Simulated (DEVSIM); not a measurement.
Pt/SiON/p-GaSb capacitor

System: Pt/SiON/p-GaSb capacitor, at 300 K.

```tsv
layer (left to right)	material	thickness (nm)	Na (cm⁻³)
1	SiON	7.40	-
2	GaSb	380	2.5e18
```

Metal gate on the left, work function 5.6 eV. Fixed charge at the semiconductor interface 1.6e11 cm⁻² (in units of +e); no interface traps.

The device is made up for the run: typed textbook-type constants, with dimensions and the other settings drawn at random. Values at 300 K.

```tsv
parameter	SiON	GaSb
gap (eV)	7	0.726
affinity (eV)	1.4	4.06
permittivity	5.5	15.7
Nc (cm⁻³)	-	2.1e17
Nv (cm⁻³)	-	1.8e19
```

Simulated with DEVSIM: 1D Poisson equation in equilibrium, Boltzmann statistics, complete ionisation; no quantum confinement or tunnelling. Metal contacts follow the ideal Schottky-Mott rule: no Fermi-level pinning, no interface dipoles.

The flat-band voltage comes out as 0.83 V and the minimum of the low-frequency capacitance is 0.342 μF/cm². The capacitance of the dielectric stack is 0.658 μF/cm².
